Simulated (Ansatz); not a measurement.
A self-consistent single point of WS2 (R3m, 3 atoms in the cell) with Ansatz (a program for electronic structure).

Method: LDA (PW92), harder PAW files (source: ansatz) made with PBE (plane waves; Ansatz).

The change in words: lattice scaled by 0.98; basis.ecutwfc: 30.9 Ry → 66.9 Ry; hamiltonian.pseudopotentials: {kind: paw} (the program's default PAW files) → {kind: paw, source: ansatz}. Reference geometry:
```
WS2
1.0
    1.58766     0.91663     6.47033
   -1.58766     0.91663     6.47033
    0.00000    -1.83327     6.47033
W S
1 2
Direct
  0.00325   0.00325   0.00325
  0.41411   0.41411   0.41411
  0.25392   0.25392   0.25392
```

Reference input (self-consistent single point, DFT, LDA (PW92), plane waves, default PAW files made with PBE): basis.ecutwfc = 30.9 Ry; kpoints.mp_grid.grid = 9 9 9; hamiltonian.xc = lda; hamiltonian.pseudopotentials = {kind: paw} (the program's default PAW files); scf.occupations.method = fixed. This run's input differs from it in these lines:

Ansatz 0.2 input:
```diff
@@ -2,11 +2,11 @@
   lattice:
-    - [1.587658, 0.916635, 6.470331]
-    - [-1.587658, 0.916635, 6.470331]
-    - [0.000000, -1.833270, 6.470331]
+    - [1.555905, 0.898302, 6.340924]
+    - [-1.555905, 0.898302, 6.340924]
+    - [0.000000, -1.796605, 6.340924]
   atoms:
-    - { symbol: W, position_ang: [0.000000, 0.000000, 0.063008] }
-    - { symbol: S, position_ang: [-0.000000, -0.000000, 8.038345] }
-    - { symbol: S, position_ang: [0.000000, -0.000000, 4.928839] }
+    - { symbol: W, position_ang: [-0.000000, -0.000000, 0.061748] }
+    - { symbol: S, position_ang: [-0.000000, -0.000000, 7.877577] }
+    - { symbol: S, position_ang: [-0.000000, -0.000000, 4.830262] }
 basis:
-  ecutwfc: 30.9 Ry
+  ecutwfc: 66.9 Ry
 kpoints:
@@ -18,2 +18,3 @@
     kind: paw
+    source: ansatz
 scf:
```

Log, with long lists cut:

```
SCF iter   1: F=—  HF=-19367.251971 eV  |F-HF|=—  |Δ(HF+E_count)|=         —  Δρ=4.36e-2  dr2=2.44e0  ethr=3.10e-3  ⟨swp⟩=5.1  Hψ=9091  notcnv=0  defer=21
all-band conjugate gradients solve this SCF's bands
preconditioner: auto → none
SCF iter   2: F=—  HF=-19367.374455 eV  |F-HF|=—  |Δ(HF+E_count)|=   1.22e-1  Δρ=4.68e-2  dr2=4.24e0  ethr=3.10e-3  ⟨swp⟩=4.5  Hψ=4409  notcnv=0  defer=141
SCF iter   3: F=—  HF=-19366.643033 eV  |F-HF|=—  |Δ(HF+E_count)|=   7.31e-1  Δρ=1.63e-2  dr2=7.37e-2  ethr=3.10e-3  ⟨swp⟩=3.6  Hψ=3692  notcnv=0  defer=142
   [... lines left out ...]
SCF iter   6: F=—  HF=-19366.618924 eV  |F-HF|=—  |Δ(HF+E_count)|=   1.26e-4  Δρ=6.15e-4  dr2=4.28e-4  ethr=2.43e-6  ⟨swp⟩=3.0  Hψ=3066  notcnv=0  defer=170
SCF iter   7: F=—  HF=-19366.618836 eV  |F-HF|=—  |Δ(HF+E_count)|=   8.82e-5  Δρ=2.32e-4  dr2=2.31e-5  ethr=1.07e-6  ⟨swp⟩=2.0  Hψ=2704  notcnv=0  defer=170
SCF iter   8: F=—  HF=-19366.619009 eV  |F-HF|=—  |Δ(HF+E_count)|=   1.73e-4  Δρ=4.89e-5  dr2=9.09e-7  ethr=5.76e-8  ⟨swp⟩=2.0  Hψ=2794  notcnv=0  defer=170
SCF iter   9: F=-19366.619009 eV  HF=-19366.619009 eV  |F-HF|=7.93e-9  |Δ(HF+E_count)|=   1.68e-7  Δρ=9.86e-6  dr2=2.21e-8  ethr=2.50e-10  ⟨swp⟩=9.0  Hψ=13725  notcnv=0
SCF 1 converged in 9 iterations: F = -19366.619009 eV  dr2 = 2.21e-8
Free energy (F): -19366.619009 eV
Internal energy: -19366.619009 eV  (E = F + TS)
E sigma→0 (E₀):  -19366.619009 eV
Fermi energy:    12.965315 eV
--- Forces (eV/Å), atoms counted from 1 ---
  atom   1  W      0.00000000     0.00000005    -1.82657851
  atom   2  S     -0.00000000    -0.00000005     1.96416609
  atom   3  S      0.00000000     0.00000000    -0.13761673
--- Stress (GPa, compression-positive) ---
        5.276035       0.000000      -0.000000
        0.000000       5.276035      -0.000000
       -0.000000      -0.000000       8.108208
  P = ⅓ Tr σ = 6.2201 GPa (62.201 kbar)
  The stress holds the Pulay correction. Without it, at fixed plane waves, as pw.x and ABINIT print it: P = 6.2178 GPa
```

The run converged in 9 iterations. Against the reference run the pressure goes from -4.14 to 6.22 GPa, the largest force goes from 1.587 to 1.964 eV/Å and the gap on the mesh goes from 1.186 to 1.208 eV.

The starting cell comes from a database of computed structures (which also holds hypothetical and non-ambient phases and stackings), without a prior relaxation at this level. Its lattice was rescaled by up to half a per cent. One atom was moved a little off its site on purpose. For this run, on top of that: lattice scaled by 0.98. Spin-orbit coupling is off. Forces in this geometry exceed 1 eV/Å. Ansatz's pressure includes its estimate of the finite-basis (Pulay) stress.

Cost on one core of a shared machine: roughly 30 s.
